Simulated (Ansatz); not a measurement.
The starting structures come from a database of crystals and need not be the phases stable at ambient conditions.

The decay constant κ of evanescent states in the gap governs leakage through a thin film.

Consider the following.

```
CELL_PARAMETERS angstrom
      4.58224     0.00000     0.00000
      0.00000     7.48416     0.00000
      2.24648     0.00000     3.99377
ATOMIC_POSITIONS crystal
  Cd 0.84847 0.00017 0.84847
  Cd 0.15153 0.50017 0.15153
  Te 0.18219 0.12483 0.18219
  Te 0.81781 0.62483 0.81781
```

Space group of this cell: Cmc2_1. The cell is strained (all lengths scaled by 0.98); by r2SCAN its mean pressure is 1.2 GPa.

Transport runs along the normal of the first two printed cell vectors.

The gap is the functional's own, uncorrected, and κ follows it; spin-orbit coupling is left out. Mid-gap values are interpolated between the computed energies.

Task: Predict the band gap and the smallest decay constant κ at mid-gap from r2SCAN (Ansatz, a quantum-chemistry and plane-wave program).

Result: Gap 1.31 eV on a 8×4×8 mesh; κ = 0.090 1/Å, at the zone centre.
